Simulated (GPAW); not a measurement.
Band structure of Li2O (Fm-3m, 3 atoms in the cell).

```
CELL_PARAMETERS angstrom
      0.00000     2.30884     2.30884
      2.30884     0.00000     2.30884
      2.30884     2.30884     0.00000
ATOMIC_POSITIONS crystal
  Li 0.25000 0.25000 0.25000
  Li 0.75000 0.75000 0.75000
  O  0.00000 0.00000 0.00000
```

Method: PBE, GPAW PAW datasets PBE (gpaw-data 1.0.1) (plane waves; GPAW).

Settings: mode = pw; ecut = 950 eV; xc = PBE; kpts = 12 12 12; mesh shift (steps) = 0 0 0; occupations.name = fermi-dirac; occupations.width = 0.01 eV; nbands = -8; convergence.density = 1e-05 e/electron; convergence.energy = 1e-05 eV/electron; convergence.bands = -6; symmetry.symmorphic = false; symmetry.tolerance = 0.0005; maxiter = 150.

The starting cell has typed, rounded lattice constants, without a prior relaxation at this level. Its lattice was rescaled by a random factor within 2.5 % of one.

Task: Predict the gap along the standard path and the places of the band edges.

Result: The gap along the path is 4.97 eV, from Γ to X; the smallest direct gap on it is 5.26 eV.

Levels in eV from the top of the valence band on the SCF mesh, bands 1 to 8:
```
point       1      2      3      4     5      6      7      8
-----  ------  -----  -----  -----  ----  -----  -----  -----
Γ      -15.47   0.00   0.00   0.00  5.26  11.96  11.96  11.96
X      -15.16  -1.61  -1.40  -1.40  4.97  13.58  13.58  14.75
W      -15.15  -1.84  -1.50  -1.50  7.18  10.44  14.14  14.14
K      -15.16  -2.03  -1.53  -1.10  6.56  11.63  13.35  14.36
L      -15.22  -2.79  -0.45  -0.45  9.21   9.82  12.12  12.12
U      -15.16  -2.03  -1.53  -1.10  6.56  11.63  13.35  14.36
```
